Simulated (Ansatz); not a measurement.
**SrTe, response to strain**

Start from SrTe in the rock salt structure (space group Fm-3m, No. 225; a = 6.607 Å). Axes: x, y, z lie along the cube axes.

Strains are applied to the cell and any free atomic positions relax; under biaxial strain the out-of-plane vector relaxes too.

Computed with Ansatz (an electronic-structure program), PBEsol, PAW, cutoff 420 eV, no spin-orbit coupling.

Candidates:
(a) biaxial strain −1.00 %, plane normal [001], relaxed out of plane
(b) biaxial strain −2.50 %, plane normal [001], relaxed out of plane
(c) biaxial strain −1.50 %, plane normal [001], relaxed out of plane
(d) biaxial strain −2.00 %, plane normal [001], relaxed out of plane
(e) biaxial strain +0.50 %, plane normal [001], relaxed out of plane

For the base:

```
Quantity              Result
-------------------  -------
Smallest direct gap  2.33 eV
```

Q: Order them by smallest direct gap, lowest first.

A: (b) biaxial strain −2.50 %, plane normal [001], relaxed out of plane (2.16 eV), (d) biaxial strain −2.00 %, plane normal [001], relaxed out of plane (2.20 eV), (c) biaxial strain −1.50 %, plane normal [001], relaxed out of plane (2.23 eV), (a) biaxial strain −1.00 %, plane normal [001], relaxed out of plane (2.27 eV), (e) biaxial strain +0.50 %, plane normal [001], relaxed out of plane (2.34 eV)

With Te present, leaving out spin-orbit coupling can change the band edges. Stability against distortions was not tested.
